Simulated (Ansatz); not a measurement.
**Several settings converged on FeGe2 (I4, 6 atoms in the cell)**

```
CELL_PARAMETERS angstrom
     -2.94476     2.94476     2.43915
      2.94476    -2.94476     2.43915
      2.94476     2.94476    -2.43915
ATOMIC_POSITIONS crystal
  Fe 0.76025 0.76025 0.00000
  Fe 0.25000 0.25000 0.00000
  Ge 0.15489 0.65489 0.80978
  Ge 0.84511 0.34511 0.19022
  Ge 0.65489 0.84511 0.50000
  Ge 0.34511 0.15489 0.50000
```
Moments meant for the start (each program seeds them in its own way; μB, in the order of the atoms Fe Fe Ge Ge Ge Ge): 4.0 4.0 0.0 0.0 0.0 0.0.

Base method: LDA (PW92), default PAW files made with PBE (plane waves; Ansatz, a quantum-chemistry and plane-wave program).

Base settings: basis.ecutwfc = 30.9 Ry; kpoints.mp_grid.grid = 5 5 5; hamiltonian.xc = lda; hamiltonian.pseudopotentials = {kind: paw} (the program's default PAW files); magnetization.spin_polarized = true; scf.occupations.method = gaussian; scf.occupations.width = 0.0073 Ry.

The count of work is k-points × plane waves × bands × iterations; it is no time. Core times come from one kind of shared machine, to one figure; runs under 30 s give none.

**The k-point mesh**

The second cell is the first with its lattice scaled by 0.98.

Only quantities that move along the ladder and can be compared are tabulated.

The magnetic state is not the same in all runs (site moments differ, or a search went on to a lower state), so steps between rows are not convergence errors alone.

| kpoints.mp_grid.grid | free energy less the last step's (meV/atom) | energy of the compressed cell less the first (meV/atom) | pressure (GPa) | largest difference of a force vector from the last step's (eV/Å) | net moment (μB/atom) | count of work / last | core time / last (rough) |
|---|---|---|---|---|---|---|---|
| 2 2 2 | -44.37 | -28.36 | -9.61 | 0.891 | 0.166 | 0.055 | – |
| 4 4 4 | -2.51 | -17.55 | -7.55 | 0.115 | 0.376 | 0.17 | – |
| 5 5 5 | -5.51 | -20.96 | -8.15 | 0.091 | 0.344 | 0.25 | 0.3 |
| 7 7 7 | 0.65 | -19.40 | -7.79 | 0.025 | 0.362 | 0.58 | 0.6 |
| 8 8 8 | 0.00 | -19.32 | -7.86 | 0.000 | 0.360 | 1.0 | 1 |

Coarsest kpoints.mp_grid.grid that holds the free energy within 2 meV/atom of the last step, with all finer ones: 7 7 7; the step before is off by 5.5 meV/atom.

Coarsest kpoints.mp_grid.grid that holds the forces within 0.02 eV/Å: not settled: the last two steps still differ by 0.025 eV/Å, over half the tolerance, so the ladder does not show it.

Coarsest kpoints.mp_grid.grid that holds the pressure within 0.2 GPa of the last step, with all finer ones: 7 7 7; the step before is off by 0.29 GPa.

**The k-point mesh at a smearing width of 0.02 eV**

In this ladder: scf.occupations.width = 0.0015 Ry.

Only quantities that move along the ladder and can be compared are tabulated.

| kpoints.mp_grid.grid | free energy less the last step's (meV/atom) | pressure (GPa) | largest difference of a force vector from the last step's (eV/Å) | net moment (μB/atom) | count of work / last | core time / last (rough) |
|---|---|---|---|---|---|---|
| 3 3 3 | 41.47 | -7.59 | 0.033 | 0.345 | 0.042 | – |
| 5 5 5 | -6.78 | -8.14 | 0.095 | 0.347 | 0.14 | 0.1 |
| 7 7 7 | -0.23 | -7.77 | 0.015 | 0.367 | 0.34 | 0.4 |
| 10 10 10 | 0.00 | -7.88 | 0.000 | 0.358 | 1.0 | 1 |

Coarsest kpoints.mp_grid.grid that holds the pressure within 0.2 GPa: not settled: the last two steps still differ by 0.12 GPa, over half the tolerance, so the ladder does not show it.

Coarsest kpoints.mp_grid.grid that holds the free energy within 1 meV/atom of the last step, with all finer ones: 7 7 7, at 0.34 of the last step's count of work and about 0.4 of the last step's time; the step before is off by 6.8 meV/atom.

Coarsest kpoints.mp_grid.grid that holds the forces within 0.02 eV/Å: not settled: the last two steps still differ by 0.015 eV/Å, over half the tolerance, so the ladder does not show it.

On the base run: the starting cell comes from a database of computed structures (which also holds hypothetical and non-ambient phases and stackings), without a prior relaxation at this level. Its lattice was rescaled by up to half a per cent. One atom was moved a little off its site on purpose. The magnetic order is the one reached from the typed start; others were not searched systematically. In the base run, with a pressure of about -8 GPa the cell is away from its equilibrium volume at this level. Ansatz's pressure includes its estimate of the finite-basis (Pulay) stress.

Keys are those of Ansatz 0.2.
